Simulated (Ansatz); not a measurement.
An Ansatz (an electronic-structure program) run: Sn; DFT with r2SCAN, PAW potentials and a 500 eV plane-wave cutoff in Ansatz, without spin-orbit coupling, earlier PAW set.

Input:

Ansatz 0.2 input:
```yaml
crystal:
  lattice:
    - [-2.943923743, 2.943923743, 1.5922610316]
    - [2.943923743, -2.943923743, 1.5922610316]
    - [2.943923743, 2.943923743, -1.5922610316]
  atoms:
    - { symbol: Sn, position: [0.75, 0.25, 0.5] }
    - { symbol: Sn, position: [0, 0, 0] }
basis: { ecutwfc: 500, ecutrho_ratio: 4, xc_grid: 4, fft_grid_basis: typed }
kpoints: { mp_grid: { grid: [17, 17, 17] } }
hamiltonian:
  xc: r2scan
  dispersion: none
  pseudopotentials: { azcp: { folder: ./paw }, kind: paw }
scf: { occupations: { method: fermi_dirac, width: 0.05 }, convergence: { dr2_threshold: 0.0000000002 } }
output: { forces: true, stress: true }
```

Output (explanatory and most iteration lines left out):

```
Pseudopotential: Sn, paw, valence charge 14
Crystal: 2 atoms, lattice volume = 55.199 Å³
Basis set: ecut = 500 eV, 1389 PW (Γ), exchange–correlation on 144×144×144 points (64 copies of the dense FFT grid, shifted against one another)
Bands: 18, of which v1, the nominal top of the filled ones, is band 14 counted from 1 (13 counted from 0)
Symmetry: 16 space group operations
Space group: I41/amd (ITA 141), of the structure as read, at distance tolerance 3.8e-5 Å
k-points: 405 of 4913
Functional: x = r2scan, c = r2scan; τ floored in thin density (d = 2e-4 eV/Å³)
SCF iter   1: F=—  HF=-12077.074763 eV  |F-HF|=—  |Δ(HF+E_count)|=         —  Δρ=1.49e-2  dr2=9.33e-2  dr2_τ=1.08e-3  ethr=3.27e-4  ⟨swp⟩=1.0  Hψ=49693  notcnv=0
SCF iter   2: F=—  HF=-12077.141452 eV  |F-HF|=—  |Δ(HF+E_count)|=   6.67e-2  Δρ=1.05e-2  dr2=4.47e-2  dr2_τ=5.73e-4  ethr=3.27e-4  ⟨swp⟩=2.1  Hψ=10162  notcnv=0
SCF 1 converged in 9 iterations: F = -12077.165122 eV  dr2 = 4.96e-11
SCF converged after 9 iterations
Free energy (F): -12077.165122 eV
Internal energy: -12077.158126 eV  (E = F + TS)
E sigma→0 (E₀):  -12077.161624 eV
Entropy (-TS):   -0.006996 eV (-3.498 meV/atom)
Fermi energy:    10.458596 eV
--- Forces (eV/Å), atoms counted from 1 ---
  atom   1  Sn     0.00000000    -0.00000000     0.00000000
  atom   2  Sn     0.00000000    -0.00000000     0.00000000
--- Stress (GPa, compression-positive) ---
       -0.119250       0.000000       0.000000
        0.000000      -0.119250      -0.000000
        0.000000      -0.000000       0.166871
  P = ⅓ Tr σ = -0.0239 GPa (-0.239 kbar)
```

Whether these cells are dynamically stable was not tested. The cell is Sn (space group I4_1/amd, No. 141).
